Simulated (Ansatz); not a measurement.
For quartz-high SiO₂ (high-temperature phase), LDA (PAW; Ansatz, an electronic-structure program) gives:

- equilibrium lattice constant a: 5.039 Å
- lattice parameter c: 5.525 Å
- cohesive energy: 7.41 eV/atom
- band gap: 5.49 eV

**Question.** What does PBE0 (Ansatz, PAW) give for the same quantities?

**Answer.** 
- lattice constant a: 5.063 Å (grows by 0.5 %)
- lattice parameter c: 5.541 Å (goes up by 0.3 %)
- cohesive energy: 6.26 eV/atom (decreases by 1.15 eV/atom)
- band gap: 8.26 eV (goes up by 2.77 eV)

Changes are worked out from the printed values.

Unless a cell is named, each level is at its own relaxed cell (LDA 13.50, PBE0 13.67 Å³/atom).

Density-functional gaps are differences of (generalised) Kohn–Sham levels.

Caveats: symmetry holds this phase in the static calculation, where it need not be a minimum (LDA, PBE0). Ansatz's density-functional and Hartree–Fock values are scalar-relativistic unless marked +SOC, with PAW data made under PBE.
